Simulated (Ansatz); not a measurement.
Consider a 30-atom supercell of TiB2 (space group P6/mmm, No. 191; a = 3.0174 Å, c = 3.1851 Å) at its relaxed geometry.

Level of theory: PBEsol/PAW in Ansatz (an electronic-structure program), without spin-orbit coupling.

One neutral defect a cell, atoms relaxed at fixed cell.

One change was made to it. Results:

```json
[
 {"quantity": "pressure", "base": "0.0 GPa", "after": "8.2 GPa"},
 {"quantity": "largest displacement of a host atom from its site in the perfect cell", "base": "–", "after": "0.06 Å"}
]
```

### Question
Which of these changes matches the shifts?
A. Ca on a Ti site
B. B interstitial (started 1.53 Å from the nearest host atom)
C. B on a Ti site (antisite)

### Answer
A, Ca on a Ti site. For comparison, the pressure in the other runs: B on a Ti site (antisite) gives -0.9 GPa; B interstitial (started 1.53 Å from the nearest host atom) gives 9.6 GPa.

In so small a cell the defect repeats every few ångströms: this is an ordered compound, not a dilute defect. The mesh was chosen for an insulator and is coarse for the gapless case. The final runs are not spin-polarised.
